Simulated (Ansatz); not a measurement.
## CdS in the zinc blende structure (space group F-43m, No. 216)

```cif
data_Cd4S4
_chemical_formula_sum 'S4 Cd4'
_space_group_name_H-M_alt 'F-43m'
_space_group_IT_number 216
_space_group_name_Hall 'F -4 2 3'
_cell_length_a 5.92710
_cell_length_b 5.92710
_cell_length_c 5.92710
_cell_angle_alpha 90.000
_cell_angle_beta 90.000
_cell_angle_gamma 90.000
loop_
_atom_site_label
_atom_site_type_symbol
_atom_site_symmetry_multiplicity
_atom_site_Wyckoff_symbol
_atom_site_fract_x
_atom_site_fract_y
_atom_site_fract_z
_atom_site_occupancy
S1 S 4 c 0.25000 0.25000 0.25000 1
Cd1 Cd 4 a 0.00000 0.00000 0.00000 1
```
(The calculation used a cell of 2 atoms; values per cell refer to that cell.)

Computed with PBE (Ansatz, a first-principles code), scalar-relativistic without spin-orbit coupling, earlier PAW set. Settings: 10×10×10 k-points, 0.05 eV Fermi–Dirac smearing.

| Item | Result |
|---|---|
| Volume per atom | 26.03 Å³ |
| Density | 4.61 g/cm³ |
| Band gap | 1.04 eV, direct at Γ |
| Electron mass | 0.12 mₑ |
| Hole mass (degenerate bands, along [100]) | 0.13, 0.82, 0.82 mₑ |
| Lowest conduction-band minima above the VBM | Γ 1.04 eV |
| Total energy | -4578.950 eV/atom (σ→0; compares only within this code and set-up) |

Effective masses come from finite differences of ±0.01 Å⁻¹. Whether these cells are dynamically stable was not tested.
